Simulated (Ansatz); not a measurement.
```xyz
2
Lattice="0.0000 2.7169 2.7169 2.7169 0.0000 2.7169 2.7169 2.7169 0.0000" Properties=species:S:1:pos:R:3 pbc="T T T"
Si     1.3585     1.3585     1.3585
Si     0.0000     0.0000     0.0000
```

The numbers are results of HSE06 with spin-orbit coupling, rigid bands (plane waves, PAW; Ansatz, a quantum-chemistry and plane-wave program), not measurements. Geometry: cell and atoms relaxed with PBEsol.

Q: Predict the electron conductivity mass (n e² τ/σ) at 300 K, by direction if it differs.

A: 0.27 mₑ.

Q: What conductivity effective mass do dilute holes have at 300 K?

A: 0.36 mₑ.

Q: And the band gap?

A: 1.12 eV at this level.

Rigid bands, one relaxation time for all states, no polarons. Geometry: cell and atoms relaxed with PBEsol.
